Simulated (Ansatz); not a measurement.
# Short convergence ladders for Li (Im-3m, 1 atom in the cell)

```xyz
1
Lattice="-1.7502 1.7502 1.7502 1.7502 -1.7502 1.7502 1.7502 1.7502 -1.7502" Properties=species:S:1:pos:R:3 pbc="T T T"
Li     0.0000     0.0000     0.0000
```

Base method: PBEsol, default PAW files made with PBE (plane waves; Ansatz, a quantum-chemistry and plane-wave program).

Base settings: basis.ecutwfc = 420 eV; kpoints.mp_grid.grid = 13 13 13; hamiltonian.xc = pbesol; hamiltonian.pseudopotentials = {kind: paw} (the program's default PAW files); scf.occupations.method = gaussian; scf.occupations.width = 0.1 eV.

The count of work is k-points × plane waves × bands × iterations; it is no time. 

**The cutoff for other potential files**

Level: DFT, PBEsol, plane waves, harder PAW files (source: ansatz) made with PBE.

In this ladder: hamiltonian.pseudopotentials = {kind: paw, source: ansatz}.

The second cell is the first with its lattice scaled by 0.98.

The mesh stays at the base's, so the ladder's end is converged at best in this setting alone.

The first pressure column holds Ansatz's estimate of the finite-basis (Pulay) stress, which hides part of the cutoff error; the other is without it.

Only quantities that move along the ladder and can be compared are tabulated.

```tsv
basis.ecutwfc	free energy less the last step's (meV/atom)	energy of the compressed cell less the first (meV/atom)	pressure (GPa)	pressure without the Pulay estimate (GPa)	count of work / last
350 eV	596.83	-3.82	-0.87	-19.42	0.11
430 eV	137.31	-3.12	-0.78	-6.36	0.14
545 eV	13.38	-3.07	-0.75	-1.54	0.21
665 eV	0.90	-3.00	-0.74	-0.80	0.29
780 eV	0.27	-3.00	-0.74	-0.74	0.35
935 eV	0.18	-3.00	-0.74	-0.74	0.47
1170 eV	0.14	-3.00	-0.74	-0.74	0.64
1560 eV	0.00	-3.00	-0.74	-0.74	1.0
```

Coarsest basis.ecutwfc that holds the pressure within 0.1 GPa of the last step, with all finer ones: 430 eV, at 0.14 of the last step's count of work; the step before is off by 0.13 GPa.

Coarsest basis.ecutwfc that holds the free energy within 5 meV/atom of the last step, with all finer ones: 665 eV, at 0.29 of the last step's count of work; the step before is off by 13 meV/atom.

Coarsest basis.ecutwfc that holds the pressure without the Pulay estimate within 0.2 GPa of the last step, with all finer ones: 665 eV, at 0.29 of the last step's count of work; the step before is off by 0.80 GPa.

The energy difference between the two cells stays within 1 meV/atom of the last step's from 350 eV on, the total only from 665 eV on: much of the error is common to both cells and cancels.

At the lowest cutoff the pressure without the Pulay estimate lies 18.7 GPa under the last step's, the usual sign of Pulay stress in an incomplete plane-wave basis.

**The relaxed cell against the cutoff**

In this ladder: relax = cell and atoms.

The mesh stays at the base's, so the ladder's end is converged at best in this setting alone.

Only quantities that move along the ladder and can be compared are tabulated.

```tsv
basis.ecutwfc	relaxed volume (Å³/atom)	relaxation steps
210 eV	20.388	13
250 eV	20.223	9
295 eV	20.231	6
355 eV	20.164	4
420 eV	20.150	4
505 eV	20.150	4
630 eV	20.151	4
840 eV	20.150	4
```

Coarsest basis.ecutwfc that holds the relaxed volume within 0.101 Å³/atom of the last step, with all finer ones: 250 eV; the step before is off by 0.24 Å³/atom.

At the lowest cutoff the cell relaxes to a volume 1.2 % larger than at the highest. Ansatz relaxes on a stress corrected for the finite basis.

On the base run: the starting cell has typed, rounded lattice constants, without a prior relaxation at this level. Its lattice was rescaled by up to half a per cent.

Keys are those of Ansatz 0.2.
